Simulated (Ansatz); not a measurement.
CdTe under load (space group R3m), Ansatz (a first-principles code) with r2SCAN with spin-orbit coupling, rigid bands. Condition of this run: biaxial stress in (111) of 0.5 GPa (compression positive) (the target of the relaxation). Band gap 1.00 eV, N_c = 7.46e17 cm⁻³ and N_v = 9.17e18 cm⁻³ at 300 K, conductivity masses of 0.100 mₑ (electrons) and 0.492 mₑ (holes). Take k_BT = 0.02585 eV.

Q: Find the intrinsic carrier density and the intrinsic Fermi level.

A: n_i = √(N_c N_v) exp(−E_g/2k_BT) = 2.62e18 × exp(−19.34) = 1.0e10 cm⁻³. The level lies (k_BT/2) ln(N_v/N_c) = 32 meV from mid-gap (positive towards the conduction band). Each 0.1 eV added to the gap lowers n_i by a factor of 6.9.

Q: What thermal injection velocity √(2k_BT/πm) limits a ballistic channel?

A: 1.70e7 cm/s for electrons and 7.67e6 cm/s for holes, a ratio of √(m_h/m_e) = 2.22, for dilute carriers.

Rigid bands with the computed gap; masses take one relaxation time for all states. Geometry: cell and atoms relaxed with PBEsol.
